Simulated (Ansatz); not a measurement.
For V₂O₅ (Pmmn, No. 59), PBEsol (Ansatz, a program for electronic structure, plane waves, PAW) gives:

```
Property                              Value
---------------------------  --------------
equilibrium volume per atom   12.71 Å³/atom
enthalpy of formation        -2.321 eV/atom
```

Question: What does r²SCAN+rVV10 in Ansatz (PAW) give for the same quantities?

Answer: 
- equilibrium volume per atom: 12.33 Å³/atom (shrinks by 3.0 %)
- formation enthalpy: -2.493 eV/atom (moves by -0.172 eV/atom)

For comparison: equilibrium volume per atom 12.80 Å³/atom (measured, 292 K, copied from a table, unchecked, not corrected to a static lattice, sources range from 12.80 to 12.91; as tabulated in doi:10.1107/s0108270186091825).

Changes are worked out from the printed values.

Unless a cell is named, each level is at its own relaxed cell (PBEsol 12.71, r²SCAN+rVV10 12.33 Å³/atom).

The crystal itself was run without spin with PBEsol, r²SCAN+rVV10.

Caveats: the relaxation could not lower the start's symmetry, so the cell can be a saddle point above a distorted one (PBEsol, r²SCAN+rVV10). Ansatz's density-functional and Hartree–Fock values are scalar-relativistic unless marked +SOC, with PAW data made under PBE.
